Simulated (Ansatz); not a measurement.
Size effects in intermetallics of the CsCl type

Electron-phonon Boltzmann transport at 300 K by PBEsol, DFPT electron-phonon coupling, linearised Boltzmann equation (plane waves, PAW, scalar-relativistic; Ansatz, an electronic-structure program); copper at the same level is the yardstick. All are cubic, so ρ₀ is the same in every direction.

```csv
Metal,ρ₀ (μΩ·cm),ℓ (nm),remarks
TaTc (Pm-3m),3.73,45.3,-
CuZn (Pm-3m),4.41,17.1,-
HfTc (Pm-3m),6.19,11.2,-
ScAl (Pm-3m),15.7,13.0,-
YAl (Pm-3m),20.7,11.6,eigensolver warning
ScAg (Pm-3m),21.4,5.06,-
MgLa (Pm-3m),41.0,3.77,eigensolver warning
LaTl (Pm-3m),68.7,4.85,eigensolver warning
Cu (Fm-3m),1.66,40.5,-
```

Third figures are kept for the arithmetic; halving the electron mesh moves ρ₀ by up to 7 % at 300 K and ℓ by up to 10 % (the most at any temperature). Wires: ρ(d) = ρ₀ + ρ₀ℓ [3(1 − p)/(4d) + 3R/(2D(1 − R))], with p = 0, R = 0.4, D = d, so that ρ = ρ₀(1 + 1.75 ℓ/d).

Question: Work out ρ₀ℓ and the resistivity at d = 12 nm, and order the metals.

Answer: 
| Metal | ρ₀ℓ (10⁻¹⁶ Ω·m²) | ρ at 12 nm (μΩ·cm) | over bulk | over Cu wire |
|---|---|---|---|---|
| Cu (Fm-3m) | 6.72 | 11.5 | 6.9 | 1.00 |
| CuZn (Pm-3m) | 7.5 | 15.4 | 3.5 | 1.34 |
| HfTc (Pm-3m) | 6.93 | 16.3 | 2.6 | 1.42 |
| TaTc (Pm-3m) | 16.9 | 28 | 7.6 | 2.5 |
| ScAg (Pm-3m) | 10.8 | 37 | 1.74 | 3.2 |
| ScAl (Pm-3m) | 20 | 45 | 2.9 | 4.0 |
| YAl (Pm-3m) | 24 | 56 | 2.7 | 4.9 |
| MgLa (Pm-3m) | 15.5 | 64 | 1.55 | 5.5 |
| LaTl (Pm-3m) | 33 | 117 | 1.71 | 10.2 |

The mesh changes leave each wire value uncertain by up to 12 %, so closer neighbours may swap. For Cu (Fm-3m), TaTc (Pm-3m), d lies under 0.3 ℓ, where the formula is only a guide.

Question: By these numbers, which of them overtake unlined copper as the wire narrows, and where?

Answer: Never lower, with neither ρ₀ nor ρ₀ℓ under copper's: TaTc (Pm-3m), CuZn (Pm-3m), HfTc (Pm-3m), ScAl (Pm-3m), YAl (Pm-3m), ScAg (Pm-3m), MgLa (Pm-3m), LaTl (Pm-3m). For CuZn (Pm-3m), HfTc (Pm-3m) a difference from copper is smaller than the mesh changes, so finer meshes could alter the verdict. The products of CuZn (Pm-3m), HfTc (Pm-3m) lie within a fifth of copper's, close enough for another definition of ℓ to turn the order.

Question: What does the set show about ρ₀, ℓ and their product?

Answer: Among the 8 candidates, copper apart, ρ₀ spans a factor of 18.4 and ρ₀ℓ a factor of 4.8; the rank correlation of ρ₀ with ℓ is -0.90. Stronger scattering raises ρ₀ and shortens ℓ together, so the product varies less than ρ₀. The lowest product among them is that of HfTc (Pm-3m), 1.03 times copper's.

The formula is the first-order form of the Fuchs-Sondheimer and Mayadas-Shatzkes models for a square wire of an isotropic metal and fails where d lies far under ℓ. Neither p nor R nor D comes from the calculation. ℓ is weighted by the current that each state carries; one path shared by all states gives a smaller ρ₀ℓ, by an amount that differs from metal to metal. Only harmonic phonons scatter in ρ₀; disorder, surface states and the phase's stability aren't judged.

Formula and space group known from diffraction (Crystallography Open Database), not checked to be the room-temperature form: HfTc (Pm-3m), LaTl (Pm-3m), MgLa (Pm-3m), ScAg (Pm-3m), TaTc (Pm-3m). Computed structure with no diffraction record at hand here (it may be known, metastable or hypothetical): ScAl (Pm-3m), YAl (Pm-3m). The missing spin-orbit coupling matters most for HfTc (Pm-3m), LaTl (Pm-3m), TaTc (Pm-3m).
